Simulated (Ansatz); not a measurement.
Consider Ga2O3 (space group C2/m, No. 12).

```
CELL_PARAMETERS angstrom
      6.13895    -1.52367     0.00000
      6.13895     1.52367     0.00000
     -1.37825     0.00000     5.64461
ATOMIC_POSITIONS crystal
  Ga 0.09047 0.09047 0.79526
  Ga 0.90953 0.90953 0.20474
  Ga 0.65877 0.65877 0.31445
  Ga 0.34123 0.34123 0.68555
  O  0.16525 0.16525 0.10951
  O  0.83475 0.83475 0.89049
  O  0.17324 0.17324 0.56278
  O  0.82676 0.82676 0.43722
  O  0.49628 0.49628 0.25598
  O  0.50372 0.50372 0.74402
```

Cartesian axes are those of the cell as printed.

Computed with PBEsol, PAW, 420 eV (Ansatz, an electronic-structure program; without spin-orbit coupling).

Base values:

| Property | Value |
|---|---|
| Pressure | 0.00 GPa |
| Band gap | 2.22 eV |

The change: the symmetric strain tensor [-0.0195 -0.0002 -0.0022; -0.0002 0.0062 0.0104; -0.0022 0.0104 0.0048], atoms relaxed at fixed cell.

Task: How does this affect the pressure?

Result: The pressure (mean of the normal stresses, compression positive) goes from zero to 1.20 GPa.

Task: What does the calculation give for the band gap after the change?

Result: The band gap grows by 0.07 eV (2.22 eV → 2.29 eV).

Whether these cells are dynamically stable was not tested.
